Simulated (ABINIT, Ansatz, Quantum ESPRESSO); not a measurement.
## Code comparison for MoOs (P-6m2, 2 atoms in the cell)

Self-consistent single point.

```
CELL_PARAMETERS angstrom
      2.77731     0.00000     0.00000
     -1.38865     2.40522     0.00000
      0.00000     0.00000     4.49985
ATOMIC_POSITIONS crystal
  Mo 0.66667 0.33333 0.50000
  Os 0.33333 0.66667 0.00000
```

Shared settings, as Ansatz (an electronic-structure program) writes them: kpoints.mp_grid.grid = 14 14 7; scf.occupations.method = fermi_dirac; scf.occupations.width = 0.0037 Ry. Potentials and cutoffs stand in the table.

```json
[
 {"code": "Ansatz", "model": "LDA (PW92), PAW files made with PBE", "pressure (GPa)": "-14.96", "cutoff": "default"},
 {"code": "Quantum ESPRESSO", "model": "LDA (PZ), GBRV 1.5 ultrasoft (LDA) pseudopotentials", "pressure (GPa)": "-15.12", "cutoff": "40 Ry"},
 {"code": "ABINIT", "model": "LDA (PW92), PAW (JTH v2.0 LDA PAW)", "pressure (GPa)": "-14.98", "cutoff": "20 Ha"}
]
```

On Ansatz's run: spin-orbit coupling is off. Spin polarisation is off.

The spread over the programs that give each value: pressure within 0.16 GPa.

Ansatz's pressure is given at a fixed set of plane waves, as the other plane-wave codes print theirs; with its correction for the finite basis it is -14.92 GPa. The same LDA comes in different parametrisations, which differ slightly.

The starting cell comes from a database of computed structures (which also holds hypothetical and non-ambient phases and stackings), without a prior relaxation at this level. Its lattice was rescaled by a random factor within 2.5 % of one.

Keys are those of Ansatz 0.2.
